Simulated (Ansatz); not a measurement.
Antifluorite K₂S was calculated with HSE06 (PAW; Ansatz, a program for electronic structure).

Settings: plane-wave cutoff 520 eV, 6×6×6 k mesh, finite displacements, scalar-relativistic PAW data made under PBE.

Computed at the level's own relaxed cell.

```
CELL_PARAMETERS angstrom
      0.00000     3.71107     3.71107
      3.71107     0.00000     3.71107
      3.71107     3.71107     0.00000
ATOMIC_POSITIONS crystal
  K  0.25000 0.25000 0.25000
  K  0.75000 0.75000 0.75000
  S  0.00000 0.00000 0.00000
```

Harmonic phonon frequencies (cm⁻¹; i marks an imaginary mode; at Γ without the LO shift):

```json
[
 {"q point": "Γ", "frequencies": "0 0 0 126 126 126 163 163 163"},
 {"q point": "X", "frequencies": "73 81 81 112 112 163 163 163 188"},
 {"q point": "L", "frequencies": "71 71 111 111 120 135 160 160 190"}
]
```

No imaginary mode appears at these points.
